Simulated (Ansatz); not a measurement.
Consider LiTaO3 (space group R3c, No. 161; a = 5.1390 Å, c = 13.7649 Å (hexagonal axes)).

The values are results of PBEsol (Ansatz, a program for electronic structure; PAW; 420 eV plane waves; scalar-relativistic without spin-orbit coupling), earlier PAW set, not measurements.

Base values:

- Largest site moment: 0.00 μB
- c/a ratio: 2.679
- Volume per atom: 10.49 Å³

It is then changed as follows: every Ta is replaced by Ga, then cell and atoms are relaxed.

### Question
What happens to the largest site moment?

### Answer
The largest site moment goes from zero to 0.59 μB.

### Question
Estimate the effect on the c/a ratio.

### Answer
The c/a ratio decreases by 0.255 to 2.424.

### Question
What happens to the volume per atom?

### Answer
The volume per atom decreases by 0.786 Å³ (10.49 Å³ → 9.71 Å³).

Other magnetic orders, which the real material may have, were not ruled out. Stability against distortions was not tested. As relaxed here, LiGaO3 is a hypothetical phase, not in the database extracts checked.
